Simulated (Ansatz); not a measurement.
C (Imma), r2SCAN, rigid bands run with Ansatz (a program for electronic structure): Condition of this run: uniaxial stress along [110] of -33 GPa (compression positive) (the target of the relaxation). band gap 3.72 eV, N_c = 2.01e19 cm⁻³ and N_v = 5.75e18 cm⁻³ at 300 K, conductivity masses along x (a = (0.03, 1.80, 1.77) Å; b = (1.80, 0.03, 1.77) Å; c = (1.83, 1.83, 0.00) Å) of 0.286 mₑ (electrons) and 0.322 mₑ (holes). Take k_BT = 0.02585 eV.

### Question
Find the intrinsic carrier density and the intrinsic Fermi level.

### Answer
n_i = √(N_c N_v) exp(−E_g/2k_BT) = 1.08e19 × exp(−71.95) = 6.1e-13 cm⁻³. The level lies (k_BT/2) ln(N_v/N_c) = -16 meV from mid-gap (positive towards the conduction band). Each 0.1 eV added to the gap lowers n_i by a factor of 6.9.

### Question
What thermal injection velocity √(2k_BT/πm) limits a ballistic channel along the direction named?

### Answer
1.01e7 cm/s for electrons and 9.48e6 cm/s for holes, a ratio of √(m_h/m_e) = 1.06, for dilute carriers.

### Question
A film of it is 8 nm thick, with its normal along the direction named. Estimate the confinement energies in an infinite well.

### Answer
ħ²π²/(2m t²) = 0.376 eV·nm²/(m/mₑ × t²) gives 20.5 meV for electrons and 18.2 meV for holes, so the gap would widen to about 3.76 eV. Finite barriers and nonparabolic bands lower this, and with several valleys or bands the heaviest mass along the normal sets the lowest level, not this average.

Rigid, parabolic bands with the computed gap; masses take one relaxation time for all states. Spin-orbit coupling is left out. Geometry: cell and atoms relaxed with PBEsol.
